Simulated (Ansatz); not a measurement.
The starting structures come from a database of crystals and need not be the phases stable at ambient conditions.

 Where the default PAW files enter, the runs use the earlier of Ansatz's two default sets.

Consider the following.

```
CELL_PARAMETERS angstrom
      3.99664     0.00000     0.00000
     -1.99832     3.46119     0.00000
      0.00000     0.00000     6.58677
ATOMIC_POSITIONS crystal
  Be 0.66667 0.33333 0.50043
  Be 0.33333 0.66667 0.00043
  Te 0.66667 0.33333 0.87457
  Te 0.33333 0.66667 0.37457
```

Space group of this cell: P6_3mc, wurtzite. The cell is taken as given.

Level of theory: r2SCAN (plane waves, PAW; Ansatz, a quantum-chemistry and plane-wave program).

The current runs along the normal of the first two printed vectors; no spin-orbit coupling. Scaled by the factor s: the length along the current (ions clamped). Meshes 12×12×6 and 12×12 across the current in all rows.

```tsv
s	mean pressure (GPa)	slowest mid-gap decay constant κ (1/Å)
0.97	1.6	?
1.00	-0.4	0.174
1.03	-1.9	0.163
```

Q: Take the slope of the slowest mid-gap decay constant κ against ln s from the two given rows, extrapolate to s = 0.97, and say what the run there gives.

A: Slope = (0.163 − 0.174) / ln 1.03 = -0.372 1/Å. The line gives 0.174 + (-0.372) × ln 0.97 = 0.185 1/Å. The run gives 0.183 1/Å, 0.002 1/Å under the line, 21 % of the predicted step.
